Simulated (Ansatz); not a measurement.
**Converging the k-point mesh: Sb (Pm-3m, 1 atom in the cell)**

```yaml
crystal:
  lattice:
    - [3.07409, 0.00000, 0.00000]
    - [0.00000, 3.07409, 0.00000]
    - [0.00000, 0.00000, 3.07409]
  atoms:
    - { symbol: Sb, position: [0.00000, 0.00000, 0.00000] }
```

Method: PBEsol, default PAW files made with PBE (plane waves; Ansatz, an electronic-structure program).

Base settings: basis.ecutwfc = 420 eV; kpoints.mp_grid.grid = 11 11 11; hamiltonian.xc = pbesol; hamiltonian.pseudopotentials = {kind: paw} (the program's default PAW files); scf.occupations.method = gaussian; scf.occupations.width = 0.1 eV.

The second cell is the first with its lattice scaled by 0.98.

Only quantities that move along the ladder and can be compared are tabulated.

The count of work is k-points × plane waves × bands × iterations; it is no time. 

The starting cell comes from a database of computed structures (which also holds hypothetical and non-ambient phases and stackings), without a prior relaxation at this level. Its lattice was rescaled by up to half a per cent. Ansatz's pressure includes its estimate of the finite-basis (Pulay) stress.

Steps (kpoints.mp_grid.grid): 2 2 2; 3 3 3; 4 4 4; 5 5 5; 6 6 6; 7 7 7; 8 8 8; 9 9 9; 10 10 10; 11 11 11; 13 13 13; 14 14 14; 15 15 15; 17 17 17; 19 19 19; 21 21 21; 23 23 23; 26 26 26; 28 28 28; 31 31 31; 35 35 35.

Problem. What is the coarsest kpoints.mp_grid.grid that holds the pressure within 1 GPa of the last step, with all finer ones?

Solution. 3 3 3, at 0.0030 of the last step's count of work; the step before is off by 2.9 GPa.

Problem. What is the coarsest kpoints.mp_grid.grid that holds the free energy within 5 meV/atom of the last step, with all finer ones?

Solution. 14 14 14, at 0.11 of the last step's count of work; the step before is off by 13 meV/atom.

Problem. What is the coarsest kpoints.mp_grid.grid that holds the energy of the compressed cell less the first within 0.5 meV/atom of the last step, with all finer ones?

Solution. 28 28 28; the step before is off by 0.71 meV/atom.

| kpoints.mp_grid.grid | free energy less the last step's (meV/atom) | energy of the compressed cell less the first (meV/atom) | pressure (GPa) | count of work / last |
|---|---|---|---|---|
| 2 2 2 | -2026.58 | -12.64 | -3.71 | 0.0035 |
| 3 3 3 | 367.98 | 6.46 | -1.21 | 0.0030 |
| 4 4 4 | 377.84 | 2.48 | -1.62 | 0.0075 |
| 5 5 5 | 97.58 | 16.90 | -0.49 | 0.0075 |
| 6 6 6 | -22.40 | 12.41 | -0.49 | 0.018 |
| 7 7 7 | -28.87 | 13.74 | -0.75 | 0.015 |
| 8 8 8 | 16.54 | 18.14 | -0.36 | 0.026 |
| 9 9 9 | -1.29 | 7.52 | -1.12 | 0.026 |
| 10 10 10 | -11.72 | 10.84 | -0.97 | 0.042 |
| 11 11 11 | 19.81 | 14.44 | -0.45 | 0.049 |
| 13 13 13 | -13.49 | 12.62 | -0.84 | 0.063 |
| 14 14 14 | -2.67 | 12.39 | -0.73 | 0.11 |
| 15 15 15 | 2.07 | 11.16 | -0.89 | 0.11 |
| 17 17 17 | 2.32 | 11.73 | -0.77 | 0.14 |
| 19 19 19 | -0.54 | 13.76 | -0.69 | 0.19 |
| 21 21 21 | -3.04 | 11.32 | -0.91 | 0.25 |
| 23 23 23 | 2.42 | 12.12 | -0.77 | 0.32 |
| 26 26 26 | -1.71 | 11.70 | -0.85 | 0.49 |
| 28 28 28 | 0.49 | 12.04 | -0.79 | 0.60 |
| 31 31 31 | -0.59 | 12.31 | -0.79 | 0.72 |
| 35 35 35 | 0.00 | 12.41 | -0.79 | 1.0 |

The energy difference between the two cells stays within 1 meV/atom of the last step's from 23 23 23 on, the total only from 28 28 28 on: much of the error is common to both cells and cancels.

Two neighbours can agree and both be off: 15 15 15 and 17 17 17 differ by 0.25 meV/atom in the free energy, yet lie about 2.3 meV/atom from the last step.

Keys are those of Ansatz 0.2.
